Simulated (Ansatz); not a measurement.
Results of LDA (PAW; Ansatz, a program for electronic structure) for Cs2GeF6 (Fm-3m, No. 225, 9 atoms in the cell; start COD 1010286).

Run with plane-wave cutoff 520 eV, 8×8×8 k mesh, Fermi–Dirac smearing 0.01 eV, scalar-relativistic PAW data made under PBE.

Cell (relaxed at this level):

Cs2F6Ge is taken in the cubic space group Fm-3m (No. 225), Pearson symbol cF36. Lattice parameters: a = 8.671 Å, b = 8.671 Å, c = 8.671 Å, α = 90.00°, β = 90.00°, γ = 90.00°. Cs on 8c is coordinated by 12 F at 3.088 Å. Ge on 4a is surrounded by 6 F at 1.800 Å (octahedral). F on 24e has 1 Ge at 1.800 Å and 4 Cs at 3.088 Å (square pyramidal). (Neighbours: up to the widest gap in distance over summed covalent radii, below 1.35, at either atom; cation-cation and far metal-metal contacts left out.)
(The calculation used a cell of 9 atoms; values per cell refer to that cell.)

Task: Predict the band gap and smallest direct gap on the k points sampled.

Result: 
* **band gap**: 6.52 eV
* **smallest direct gap on the k points sampled**: 6.53 eV

Note: the relaxation could not lower the start's symmetry, so a distorted cell can lie lower.

Spin–orbit coupling is not included.

Computed values are for the static lattice.

The result took very roughly 30 core-seconds.
